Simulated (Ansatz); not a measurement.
Zr: energy against volume

Zr (hcp, P6_3/mmc, 23.388 Å³/atom and stress up to 0.01 GPa in the relaxed cell, c along z) under hydrostatic pressure, with the cell free. PBE in Ansatz, a plane-wave DFT program (PAW, default set), 420 eV, 17×17×9 Γ-centred mesh, Fermi-Dirac smearing 0.05 eV; ions are relaxed, or left where forces stay under 0.02 eV/Å, within the symmetry of each cell.

Here V stands for volume and E for E less E0.

```
volume (Å³/atom)  E less E0 (meV/atom)  pressure (GPa)
----------------  --------------------  --------------
23.9133                           3.36           -2.00
23.6446                           0.82           -1.00
23.3884                           0.00            0.00
23.1683                           0.60            0.90
22.8873                           3.20            2.10
22.3643                          13.90            4.50
21.4991                              ?               ?
```

### Question
Fit E against V with the third-order Birch-Murnaghan form, a cubic in V^(-2/3), and predict the withheld value at V = 21.4991.

### Answer
With u = V^(-2/3) - 0.1229, the rows have u = -0.0024222, -0.0015112, -0.0006263, 0.0001469, 0.0011520, 0.0030785. Least squares gives E = 0.391 + 1265.5·u + 1022282·u² - 2570561·u³. Residuals (row less fit): 0.000, -0.002, 0.000, 0.001, -0.002, 0.000; standard error 0.002 (degrees of freedom: 2). Its minimum lies at u = -0.0006175, so V0 = (0.1222825)^(-3/2) = 23.39. There d²E/du² = 2054000 and d³E/du³ = -1.542e7, so B0 = (4/9) × 23.39^(-7/3) × 2054000 × 0.160218 = 93.5 GPa (the last factor turns the table's units into GPa), and B0' = 4 + (2/3) × 0.1222825 × (-1.542e7)/2054000 = 3.4. B0' rests on the cubic coefficient alone and has a standard error of 0.1 from these residuals. At the withheld row, u = 0.0064361, so E = 0.391 + 1265.5 × 0.0064361 + 1022282 × 0.0064361² - 2570561 × 0.0064361³ = 50.197 meV/atom. The calculation gives 50.09 meV/atom, 0.107 meV/atom below the prediction (0.2 % of the range of E in the table). The row lies outside the fitted rows, so this is an extrapolation. The scatter of the fitted rows lies at the last printed digit.

In a metal these values are sensitive to mesh and smearing; energies are taken to zero smearing, stresses follow the free energy. The runs aren't spin-polarised. Other structures, which can take over under pressure, weren't tried. The same form fitted to the pressure column gives B0' = 3.3; series where the two differ by over 0.4 aren't shown. Rows are the converged runs of the series near zero and its far end, less any whose ions stayed unrelaxed beside relaxed ones; series whose fitted rows scatter by over a few per cent of the range, as at a crossing or softening among them, aren't shown in this form.
